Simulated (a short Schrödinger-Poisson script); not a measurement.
Stack: MOS inversion layer, SiO2 on p-type Si(111), at 300 K.

From the gate side: 2.6 nm SiO2; 200 nm Si, acceptors 4.8e18 cm⁻³.

Constants are typed, rounded textbook-type inputs, not results; the design itself was drawn at random and stands for no fabricated device. SiO2: permittivity 3.9, conduction-band edge (eV) 3.15, gap (eV) 9, electron mass (mₑ) 0.5. Si: permittivity 11.7, conduction-band edge (eV) 0, gap (eV) 1.124, Nv at 300 K (cm⁻³) 3.1e19.

Channel valleys (confinement mass, in-plane density-of-states mass, number): Δ6 0.258, 0.358, 6. At the gate the conduction-band edge of layer 1 lies 3.2 eV − eVg above the Fermi level of the channel; the field vanishes at the back. Gaps are held at their typed values at every temperature. Mesh 0.03 nm at interfaces.

Solved with a short Schrödinger-Poisson script written for these runs: 1D Poisson equation in equilibrium, electrons quantum, Hartree (BenDaniel-Duke, 12 states a valley, the channel's in-plane mass for all, wave functions free to enter the dielectric), parabolic valleys, classical holes, full ionisation, no traps, pinning or gate leakage.

```csv
Vg (V),electrons (cm⁻²),C (μF/cm²),Δ6 E0 (meV from the Fermi level)
1.1,5.64e9,0.428,215.2
1.2,5.61e10,0.527,155.7
1.3,3.01e11,0.792,112.2
1.4,7.72e11,0.965,87.5
1.5,1.36e12,1.04,72.6
1.6,2.00e12,1.09,62.2
1.7,2.67e12,1.11,54.4
1.8,3.36e12,1.13,48.0
1.9,4.06e12,1.14,42.7
2,4.78e12,1.15,38.1
2.1,5.50e12,1.16,34.1
2.2,6.22e12,1.17,30.5
2.3,6.95e12,1.17,27.2
2.4,7.69e12,1.18,24.2
2.5,8.43e12,1.18,21.3
```

Gate voltages with under 1e9 electrons/cm² are left out.

Q: At Vg = 2.5 V the lowest Δ6 subband lies at 21.3 meV from the Fermi level. How many electrons does it hold, and what share of all?

A: The two-dimensional density of states is g m/(πħ²) = 8.97e11 cm⁻² meV⁻¹ (both spins), kT = 25.9 meV, so n = D kT ln(1 + exp(−E/kT)) = 8.43e12 cm⁻², 1.00 of the 8.43e12 cm⁻² in all.

Q: Compare the slope of the sheet density between 2.3 and 2.5 V with the geometric capacitance of the layers between gate and channel.

A: q Δn/ΔV = 1.19 μF/cm²; ε0/Σ(t/ε) = 1.33 μF/cm². The ratio is 0.89: the channel acts as a further capacitance in series.
